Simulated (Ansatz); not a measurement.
Worked example: self-consistent single point of a (100) slab of La (cut from a parent of space group no. 194; 12 atoms in the cell) in Ansatz (a quantum-chemistry and plane-wave program).

Method: LDA (PW92), PAW files made with PBE (plane waves; Ansatz).

The change in words: vacuum of 4 angstrom (first run: 16 Å). Reference geometry:
```yaml
crystal:
  lattice:
    - [3.83427, 0.00000, 0.00000]
    - [0.00000, 12.16167, 0.00000]
    - [0.00000, 0.00000, 24.76720]
  atoms:
    - { symbol: La, position: [0.58333, 0.00000, 0.41150] }
    - { symbol: La, position: [0.58333, 0.50000, 0.41150] }
    - { symbol: La, position: [0.58333, 0.25000, 0.32301] }
    - { symbol: La, position: [0.08333, 0.75000, 0.36726] }
    - { symbol: La, position: [0.08333, 0.00000, 0.54425] }
    - { symbol: La, position: [0.08333, 0.50000, 0.54425] }
    - { symbol: La, position: [0.08333, 0.25000, 0.45575] }
    - { symbol: La, position: [0.58333, 0.75000, 0.50000] }
    - { symbol: La, position: [0.58333, 0.00000, 0.67699] }
    - { symbol: La, position: [0.58333, 0.50000, 0.67699] }
    - { symbol: La, position: [0.58333, 0.25000, 0.58850] }
    - { symbol: La, position: [0.08333, 0.75000, 0.63274] }
```

Reference input (self-consistent single point, DFT, LDA (PW92), plane waves, PAW files made with PBE): kpoints.mp_grid.grid = 7 3 1; hamiltonian.xc = lda; hamiltonian.pseudopotentials = {kind: paw} (the program's default PAW files); scf.occupations.method = gaussian; scf.occupations.width = 0.136 eV. This run's input differs from it in these lines:

Ansatz 0.2 input:
```diff
@@ -5,16 +5,16 @@
     - [0.00000000, 12.16167300, 0.00000000]
-    - [0.00000000, 0.00000000, 24.76720000]
+    - [0.00000000, 0.00000000, 12.76719300]
   atoms:
-    - { symbol: La, position: [0.58333300, 0.00000000, 0.41150400] }
-    - { symbol: La, position: [0.58333300, 0.50000000, 0.41150400] }
-    - { symbol: La, position: [0.58333300, 0.25000000, 0.32300800] }
-    - { symbol: La, position: [0.08333300, 0.75000000, 0.36725600] }
-    - { symbol: La, position: [0.08333300, 0.00000000, 0.54424800] }
-    - { symbol: La, position: [0.08333300, 0.50000000, 0.54424800] }
-    - { symbol: La, position: [0.08333300, 0.25000000, 0.45575200] }
+    - { symbol: La, position: [0.58333300, 0.00000000, 0.32832600] }
+    - { symbol: La, position: [0.58333300, 0.50000000, 0.32832600] }
+    - { symbol: La, position: [0.58333300, 0.25000000, 0.15665200] }
+    - { symbol: La, position: [0.08333300, 0.75000000, 0.24248900] }
+    - { symbol: La, position: [0.08333300, 0.00000000, 0.58583700] }
+    - { symbol: La, position: [0.08333300, 0.50000000, 0.58583700] }
+    - { symbol: La, position: [0.08333300, 0.25000000, 0.41416300] }
     - { symbol: La, position: [0.58333300, 0.75000000, 0.50000000] }
-    - { symbol: La, position: [0.58333300, 0.00000000, 0.67699200] }
-    - { symbol: La, position: [0.58333300, 0.50000000, 0.67699200] }
-    - { symbol: La, position: [0.58333300, 0.25000000, 0.58849600] }
-    - { symbol: La, position: [0.08333300, 0.75000000, 0.63274400] }
+    - { symbol: La, position: [0.58333300, 0.00000000, 0.84334800] }
+    - { symbol: La, position: [0.58333300, 0.50000000, 0.84334800] }
+    - { symbol: La, position: [0.58333300, 0.25000000, 0.67167400] }
+    - { symbol: La, position: [0.08333300, 0.75000000, 0.75751100] }
 kpoints:
```

Output (repeated stretches shortened):

```
SCF iter   1: F=—  HF=-72918.144088 eV  |F-HF|=—  |Δ(HF+E_count)|=         —  Δρ=2.78e-2  dr2=1.12e2  ethr=3.10e-3  ⟨swp⟩=7.8  Hψ=3488  notcnv=0
all-band conjugate gradients solve this SCF's bands
preconditioner: auto → Kerker (q_TF=auto, 2.123 Å⁻¹)
SCF iter   2: F=—  HF=-72913.104681 eV  |F-HF|=—  |Δ(HF+E_count)|=    5.04e0  Δρ=1.70e-2  dr2=3.64e1  ethr=3.10e-3  ⟨swp⟩=7.0  Hψ=1284  notcnv=0  defer=9
   [... lines left out ...]
SCF iter  14: F=—  HF=-72909.568723 eV  |F-HF|=—  |Δ(HF+E_count)|=   2.80e-7  Δρ=5.88e-6  dr2=1.72e-6  ethr=1.27e-8  ⟨swp⟩=2.9  Hψ=1104  notcnv=0
SCF iter  15: F=—  HF=-72909.568723 eV  |F-HF|=—  |Δ(HF+E_count)|=   1.21e-7  Δρ=4.50e-6  dr2=1.36e-6  ethr=1.30e-9  ⟨swp⟩=3.0  Hψ=1137  notcnv=0
SCF iter  16: F=—  HF=-72909.568723 eV  |F-HF|=—  |Δ(HF+E_count)|=   3.72e-8  Δρ=1.77e-6  dr2=1.27e-7  ethr=1.03e-9  ⟨swp⟩=1.9  Hψ=652  notcnv=0
SCF iter  17: F=-72909.568723 eV  HF=-72909.568723 eV  |F-HF|=8.31e-8  |Δ(HF+E_count)|=   1.77e-8  Δρ=1.53e-6  dr2=9.23e-8  ethr=7.58e-11  ⟨swp⟩=33.1  Hψ=5011  notcnv=0
SCF 1 converged in 17 iterations: F = -72909.568723 eV  dr2 = 9.23e-8
Free energy (F): -72909.568723 eV
Internal energy: -72909.335047 eV  (E = F + TS)
E sigma→0 (E₀):  -72909.451885 eV
Entropy (-TS):   -0.233676 eV (-19.473 meV/atom)
Fermi energy:    7.359928 eV
--- Forces (eV/Å), atoms counted from 1 ---
  atom   1  La     0.00000000     0.11412923     0.26606085
  atom   2  La     0.00000000    -0.11412923     0.26606085
  atom   3  La     0.00000000     0.00000000     0.17926643
  atom   4  La     0.00000000     0.00000000     0.16278791
  atom   5  La     0.00000000    -0.03939125     0.02926130
  atom   6  La     0.00000000     0.03939125     0.02926130
  atom   7  La     0.00000000    -0.00000000    -0.15472426
  atom   8  La     0.00000000    -0.00000000    -0.02691523
   [... lines left out ...]
  atom  12  La     0.00000000    -0.00000000    -0.09019212
--- Stress (GPa, compression-positive) ---
       -4.633239       0.000000      -0.000000
        0.000000      -4.009865      -0.000000
       -0.000000      -0.000000      -4.340701
  P = ⅓ Tr σ = -4.3279 GPa (-43.279 kbar)
  The stress holds the Pulay correction. Without it, at fixed plane waves, as pw.x and ABINIT print it: P = -4.3315 GPa
```

The run converged in 17 iterations. Against the reference run the free energy drops by 83.5 meV/atom and the largest force goes from 0.748 to 0.311 eV/Å.

The starting cell comes from a database of computed structures (which also holds hypothetical and non-ambient phases and stackings), without a prior relaxation at this level. The slab is cut from that crystal, and its faces are unrelaxed. Its lattice was rescaled in the plane by a random factor within 2.5 % of one. The two faces of this cut differ, and no dipole correction was used.

Cost on one core of a shared machine: roughly 50 s.
